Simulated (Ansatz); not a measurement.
**CsSnI₃ (P4/mbm, No. 127, 10 atoms in the cell; start mp-616378; high-temperature phase)**

Calculation: HSE06 (plane waves, PAW; Ansatz, a quantum-chemistry and plane-wave program).

Numerical settings: plane-wave cutoff 460 eV, 4×4×4 k mesh, Fermi–Dirac smearing 0.01 eV, scalar-relativistic PAW data made under PBE.

Cell (relaxed with PBEsol):

```cif
data_Cs2I6Sn2
_chemical_formula_sum 'Cs2 Sn2 I6'
_space_group_name_H-M_alt 'P4/mbm'
_space_group_IT_number 127
_space_group_name_Hall '-P 4 2ab'
_cell_length_a 8.53708
_cell_length_b 8.53708
_cell_length_c 6.22071
_cell_angle_alpha 90.000
_cell_angle_beta 90.000
_cell_angle_gamma 90.000
loop_
_atom_site_label
_atom_site_type_symbol
_atom_site_symmetry_multiplicity
_atom_site_Wyckoff_symbol
_atom_site_fract_x
_atom_site_fract_y
_atom_site_fract_z
_atom_site_occupancy
Cs1 Cs 2 d 0.00000 0.50000 0.00000 1
Sn1 Sn 2 b 0.50000 0.50000 0.50000 1
I1 I 4 h 0.19462 0.30538 0.50000 1
I2 I 2 a 0.00000 0.00000 0.00000 1
```

* **band gap**: 0.67 eV (on the SCF k mesh)
* **Γ–Γ gap**: 2.23 eV

Note: held by symmetry at 0 K, a high-temperature phase can be a saddle point; cell and atoms aren't relaxed at this level (pressure 1.1 GPa).

Spin–orbit coupling is not included; with these elements it can move the gap by several tenths of an eV or more.

A start named mp-… is a Materials Project structure, which need not be a measured phase.
